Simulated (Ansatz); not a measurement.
Start from BaTiO3 in the cubic perovskite structure (space group Pm-3m, No. 221; a = 3.994 Å). Axes: x, y, z lie along the cube axes.

All numbers come from r2SCAN (Ansatz, a quantum-chemistry and plane-wave program, PAW, without spin-orbit coupling), earlier PAW set.

A first run, uniaxial strain ε_zz = +0.96 %, gives secant values C11 ≈ 300 GPa and C12 ≈ 110 GPa from its stress. A second run applies isotropic strain −2.92 %.

What does linear elasticity predict for the bulk modulus −ΔP/(ΔV/V₀) in the second run, and what does the run give?

Linear elasticity: (C11 + 2 C12)/3 = 170 GPa. The run gives 230 GPa; any difference comes from nonlinear terms at these strains and numerical noise.

Stability against distortions was not tested. The final runs are not spin-polarised. Many cubic perovskites are stable only at high temperature; tilts and polar distortions were not tested. This is not the structure that BaTiO3 has at room temperature and ambient pressure.
